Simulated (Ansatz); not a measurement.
Ansatz (a first-principles code), DFT, PBE, plane waves, its soft PAW files of 3 December: Cu(111) slab of 6 layers, 1x1, atoms displaced (Cu6), unrelaxed, 6 atoms. Basis and mesh were picked for this test and aren't claimed converged.

- cell: 2.56, 2.56, 30.44 Å; 90, 90, 60°
- distance to the nearest atom: 2.49 to 2.53 Å
- task: single point
- k mesh: 10×10×1
- hamiltonian.xc: pbe
- kind of files: paw
- scf.occupations.method: gaussian
- scf.occupations.width: 0.1 eV
- output.forces: true
- binding of workers (--pin): off
- k-point pools (--kpoint-pools): 1
- memory maximum (--max-ram): 8GiB
- accuracy: medium (default)
- basis.precision: auto (default)
- basis.xc_grid: 2 (default)
- scf.eigensolver.kind: auto (default)
- scf.convergence.dr2_threshold: 1e-07 (default)
- scf.lower_state_search: light (default)
- k-points after symmetry: 52
- bands at the start: 64
- electrons: 114
- plane waves at Γ: 3419
- cutoff (eV): 420
- FFT grid: 18×18×216
- symmetry operations: 1

One run each.

All on 4 threads. Base settings, kept where nothing else is said: scf.mixing.algorithm = auto (default), scf.mixing.preconditioner = auto (default), scf.algorithm = auto (default) (scf.mixing.beta, scf.mixing.ndim, scf.mixing.q_tf not set). The settings tried:…
- scf.mixing.ndim = 4
- scf.mixing.algorithm = anderson, scf.mixing.ndim = 4
- scf.mixing.algorithm = broyden, scf.mixing.preconditioner = kerker
- scf.mixing.preconditioner = none
- scf.mixing.algorithm = anderson
- scf.mixing.algorithm = broyden, scf.mixing.preconditioner = none
- scf.mixing.algorithm = broyden, scf.mixing.preconditioner = kerker, scf.mixing.q_tf = 1.5 1/Å
- scf.mixing.preconditioner = kerker_dos
- scf.algorithm = direct_min
- scf.mixing.algorithm = broyden, scf.mixing.beta = 1
- scf.mixing.algorithm = broyden, scf.mixing.preconditioner = kerker, scf.mixing.q_tf = 0.5 1/Å
- scf.mixing.algorithm = broyden, scf.mixing.beta = 0.1
- scf.mixing.algorithm = anderson, scf.mixing.ndim = 1
- scf.mixing.preconditioner = local_kerker
- scf.mixing.algorithm = broyden, scf.mixing.beta = 0.3
- scf.mixing.preconditioner = kerker
- scf.mixing.algorithm = broyden
- scf.mixing.algorithm = anderson, scf.mixing.ndim = 16
- scf.mixing.preconditioner = ldos
- scf.mixing.algorithm = msr1
- scf.mixing.ndim = 16
- the base settings
- scf.mixing.algorithm = broyden, scf.mixing.beta = 0.7

Which settings need the fewest SCF iterations, which the most, and do any fail to converge?

Fewest SCF iterations: scf.algorithm = direct_min (10). Most among those that reach the base run's result: scf.mixing.preconditioner = kerker_dos (60); scf.mixing.algorithm = broyden, scf.mixing.preconditioner = kerker (57); scf.mixing.preconditioner = kerker (55). No count from: scf.mixing.algorithm = anderson, scf.mixing.ndim = 1 (unfinished when stopped at the time that we allowed, after 22 SCF iterations). All the others converged. In the base run the program took: scf.mixing.algorithm MSR1, scf.mixing.preconditioner LDOS, scf.eigensolver.kind band_cg, --slots 4.

```csv
setting,SCF iterations,applications of H to a band,end
scf.algorithm = direct_min,10,428143,converged
the base settings,14,96562,converged
scf.mixing.algorithm = msr1,14,96562,converged
scf.mixing.preconditioner = ldos,14,96562,converged
scf.mixing.ndim = 16,14,96442,converged
"scf.mixing.algorithm = broyden, scf.mixing.beta = 0.3",15,91130,converged
"scf.mixing.algorithm = broyden, scf.mixing.beta = 0.7",16,103819,converged
scf.mixing.ndim = 4,16,109308,converged
"scf.mixing.algorithm = anderson, scf.mixing.ndim = 16",18,119580,converged
scf.mixing.algorithm = broyden,19,128929,converged
scf.mixing.algorithm = anderson,19,136451,converged
"scf.mixing.algorithm = broyden, scf.mixing.beta = 1",19,128929,converged
"scf.mixing.algorithm = anderson, scf.mixing.ndim = 4",19,141475,converged
"scf.mixing.algorithm = broyden, scf.mixing.preconditioner = none",21,124513,converged
scf.mixing.preconditioner = none,23,122707,converged
"scf.mixing.algorithm = broyden, scf.mixing.preconditioner = kerker, scf.mixing.q_tf = 0.5 1/Å",26,140033,converged
"scf.mixing.algorithm = broyden, scf.mixing.beta = 0.1",28,145011,converged
scf.mixing.preconditioner = local_kerker,32,185012,converged
"scf.mixing.algorithm = broyden, scf.mixing.preconditioner = kerker, scf.mixing.q_tf = 1.5 1/Å",40,212228,converged
scf.mixing.preconditioner = kerker,55,262960,converged
"scf.mixing.algorithm = broyden, scf.mixing.preconditioner = kerker",57,269906,converged
scf.mixing.preconditioner = kerker_dos,60,289928,converged
```

An iteration's cost differs between solvers, so these counts don't give the time.

Keys are those of Ansatz 0.2.
